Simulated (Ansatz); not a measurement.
Relaxation of the outer planes of the (110) surface of rock-salt MgO in its 1x1 cell (cut with top plane Mg + O, bottom plane Mg + O), outermost plane spacing 1.50 Å in the ideal cut.

Level of theory: PBE (plane waves to 420 eV, PAW; Ansatz, an electronic-structure program).

Model: 16-atom slab, Mg8O8, 10.5 Å thick at the start, 8x6x1 mesh, Fermi-Dirac 0.025 eV, dipole correction, all atoms relaxed; symmetry of the start imposed; no spin, no spin-orbit, no U.

| plane | atoms | bulk spacing to the next (Å) | relaxed spacing (Å) | change (%) | rumpling (Å) |
|---|---|---|---|---|---|
| 1 | O + Mg | 1.504 | ___ | ___ | ___ |
| 2 | O + Mg | 1.504 | 1.576 | 4.8 | 0.06 (Mg outermost) |

Problem. Some entries are withheld; supply them.

Solution. 
- 1, relaxed spacing (Å): 1.359
- 1, change (%): -9.6
- 1, rumpling (Å): 0.09 (O outermost)
